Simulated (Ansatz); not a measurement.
Ansatz (an electronic-structure program) run on K5As2Au (P6_3/mmc, 16 atoms in the cell): self-consistent single point.

Method: PBEsol, default PAW files made with PBE (plane waves; Ansatz).

```
K5As2Au
1.0
    5.78673     0.00000     0.00000
   -2.89336     5.01145     0.00000
    0.00000     0.00000    19.40623
K Au As
10 2 4
Direct
  0.33333   0.66667   0.54990
  0.66667   0.33333   0.04990
  0.33333   0.66667   0.95010
  0.66667   0.33333   0.45010
  0.00000   0.00000   0.14750
  0.00000   0.00000   0.64750
  0.00000   0.00000   0.35250
  0.00000   0.00000   0.85250
  0.33333   0.66667   0.75000
  0.66667   0.33333   0.25000
  0.33333   0.66667   0.25000
  0.66667   0.33333   0.75000
  0.33333   0.66667   0.37800
  0.66667   0.33333   0.87800
  0.33333   0.66667   0.12200
  0.66667   0.33333   0.62200
```

Reference input (self-consistent single point, DFT, PBEsol, plane waves, default PAW files made with PBE): basis.ecutwfc = 420 eV; kpoints.mp_grid.grid = 6 6 2; hamiltonian.xc = pbesol; hamiltonian.pseudopotentials = {kind: paw} (the program's default PAW files); scf.occupations.method = gaussian; scf.occupations.width = 0.136 eV. This run's input differs from it in these lines:

```diff
@@ -34,3 +34,3 @@
     method: gaussian
-    width: 0.136
+    width: 0.3
 output:
```

Output (repeated stretches shortened):

```
SCF iter   1: F=—  HF=-60433.283610 eV  |F-HF|=—  |Δ(HF+E_count)|=         —  Δρ=2.38e-3  dr2=9.41e-2  ethr=1.77e-3  ⟨swp⟩=7.1  Hψ=5836  notcnv=0
all-band conjugate gradients solve this SCF's bands
preconditioner: auto → LDOS
SCF iter   2: F=—  HF=-60433.353318 eV  |F-HF|=—  |Δ(HF+E_count)|=   6.97e-2  Δρ=3.09e-3  dr2=4.22e-1  ethr=5.01e-5  ⟨swp⟩=2.4  Hψ=3041  notcnv=0  defer=2
   [... lines left out ...]
SCF iter   5: F=—  HF=-60433.273799 eV  |F-HF|=—  |Δ(HF+E_count)|=   9.63e-5  Δρ=7.36e-5  dr2=5.95e-5  ethr=2.23e-7  ⟨swp⟩=2.0  Hψ=2664  notcnv=0
SCF iter   6: F=—  HF=-60433.273999 eV  |F-HF|=—  |Δ(HF+E_count)|=   2.00e-4  Δρ=1.55e-5  dr2=2.99e-6  ethr=3.17e-8  ⟨swp⟩=2.0  Hψ=1773  notcnv=0
SCF iter   7: F=—  HF=-60433.274000 eV  |F-HF|=—  |Δ(HF+E_count)|=   4.30e-7  Δρ=8.39e-6  dr2=5.84e-7  ethr=1.59e-9  ⟨swp⟩=2.0  Hψ=2664  notcnv=0
SCF iter   8: F=-60433.274000 eV  HF=-60433.274000 eV  |F-HF|=3.62e-9  |Δ(HF+E_count)|=   2.06e-8  Δρ=1.97e-6  dr2=3.81e-8  ethr=5.32e-11  ⟨swp⟩=11.4  Hψ=9215  notcnv=0
SCF 1 converged in 8 iterations: F = -60433.274000 eV  dr2 = 3.81e-8
Free energy (F): -60433.274000 eV
Internal energy: -60433.245028 eV  (E = F + TS)
E sigma→0 (E₀):  -60433.259514 eV
Entropy (-TS):   -0.028972 eV (-1.811 meV/atom)
Fermi energy:    5.584170 eV
--- Forces (eV/Å), atoms counted from 1 ---
  atom   1  K     -0.00000000     0.00000000    -0.03662634
  atom   2  K      0.00000000    -0.00000000    -0.03662634
  atom   3  K     -0.00000000     0.00000000     0.03662634
  atom   4  K      0.00000000    -0.00000000     0.03662634
  atom   5  K     -0.00000000     0.00000000    -0.02736781
  atom   6  K      0.00000000    -0.00000000    -0.02736781
  atom   7  K     -0.00000000     0.00000000     0.02736781
  atom   8  K      0.00000000    -0.00000000     0.02736781
   [... lines left out ...]
  atom  16  As    -0.00000000     0.00000000     0.04714124
--- Stress (GPa, compression-positive) ---
       -0.800998       0.000000       0.000000
        0.000000      -0.800998       0.000000
        0.000000       0.000000      -0.794366
  P = ⅓ Tr σ = -0.7988 GPa (-7.988 kbar)
  The stress holds the Pulay correction. Without it, at fixed plane waves, as pw.x and ABINIT print it: P = -0.8057 GPa
```

The run converged in 8 iterations. Against the reference run the free energy stays essentially unchanged (within 1 meV/atom), the pressure hardly changes (-0.81 to -0.80 GPa) and the largest force goes from 0.037 to 0.047 eV/Å.

The starting cell comes from a database of published, mostly measured structures (it also holds non-ambient and calculated ones), without a prior relaxation at this level. Its lattice was rescaled by a random factor within 2.5 % of one. Spin-orbit coupling is off. Ansatz's pressure includes its estimate of the finite-basis (Pulay) stress. A gap is left out here, as mesh or smearing make it unsure.

Cost on one core of a shared machine: roughly 30 s.

Keys are those of Ansatz 0.2.
